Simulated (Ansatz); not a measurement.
We consider MgZn2 (P6₃/mmc, No. 194), described by PBEsol (PAW; Ansatz, a quantum-chemistry and plane-wave program).

Run with plane-wave cutoff 520 eV, 12×12×8 k mesh (along the axes of the cell as run), Fermi–Dirac smearing 0.05 eV, scalar-relativistic PAW data made under PBE.

The volume scan:

| V (Å³/atom) | E − E_lowest (meV/atom) | P (GPa) |
|---|---|---|
| 15.231 | 6.26 | 3.29 |
| 15.548 | 1.50 | 1.55 |
| 15.865 | 0.00 | 0.00 |
| 16.182 | 1.41 | -1.39 |
| 16.500 | 5.40 | -2.62 |

Estimate the bulk modulus and its pressure derivative from these points.

V0 = 15.864 Å³/atom, B0 = 73.3 GPa, B′ = 4.8 (fit to the energies at full precision).

Shape and atoms are relaxed at each volume.

Note: the volume lies 6 % below that of the published cell; the bulk modulus comes from volumes at which shape and atoms were relaxed.

The computed numbers hold no vibrational or temperature effects.
